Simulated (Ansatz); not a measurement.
ZnS (F-43m) under hydrostatic pressure: band gap by r2SCAN with spin-orbit coupling, rigid bands (plane waves, PAW; Ansatz, a first-principles code). The unloaded cell, whose axes the loads refer to:

Space group F-43m (No. 216); a = 5.3891 Å, b = 5.3891 Å, c = 5.3891 Å, α = 90.00°, β = 90.00°, γ = 90.00°

```
atom  site  symmetry       x       y       z
----  ----  --------  ------  ------  ------
Zn      4a      -43m  0.0000  0.0000  0.0000
S       4d      -43m  0.7500  0.7500  0.7500
```
(The calculation used a cell of 2 atoms; values per cell refer to that cell.)

```csv
hydrostatic pressure (GPa),volume per atom (Å³),band gap (eV)
-2,20.10,?
0,19.56,2.69
2,19.10,2.80
5,18.49,2.95
10,17.67,3.17
```

Q: Fit a straight line to band gap against the load over the rows given, and predict the row at -2 GPa.

A: The means are x̄ = 4.250 GPa and ȳ = 2.9025; Σ(x − x̄)(y − ȳ) = 2.708 and Σ(x − x̄)² = 56.75, so the slope is 47.7 meV per GPa, and the rows given lie within 12 meV of the line. At -2 GPa the line gives 2.60 eV; the calculation gives 2.56 eV, 1.7 % from it.

Q: With all rows, what volume deformation potential dE_g/d ln V follows?

A: A line through E_g against ln V has the slope -4.7 eV, so the gap opens under compression.

 Stresses and pressures are the targets of the relaxation. Gaps are resolved to about 0.01 eV. The structure type is held at every load. Geometry: cell and atoms relaxed with r2SCAN.
